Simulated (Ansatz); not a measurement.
The reference is Ir in the fcc (Cu type) structure (space group Fm-3m, No. 225; a = 3.8311 Å; relaxed with 0.1 eV smearing). Axes: x, y, z lie along the cube axes.

Calculations: Kohn–Sham DFT with the PBEsol functional, run in Ansatz (a quantum-chemistry and plane-wave program) with PAW and 420 eV plane waves, spin-orbit coupling left out.

Modification: every lattice vector is shortened by 1.00 %; the atoms relax in the strained cell.

Problem. Predict the stress tensor and what it implies for the stiffness.

Solution. Stress of the strained cell less that of the base (GPa, compression positive):
```
   12.5     0.0     0.0
    0.0    12.5     0.0
    0.0     0.0    12.5
```

Then B = −ΔP/(ΔV/V₀) with ΔV/V₀ = -0.0297 gives secant stiffness values (nonlinear terms included at this strain): B ≈ 422 GPa.

As a check, the harmonic strain energy −½ V₀ Δσ:ε is 17 meV/atom; the computed energy rise is 16 meV/atom.

No phonon test of stability was made. All final runs are without spin polarisation.
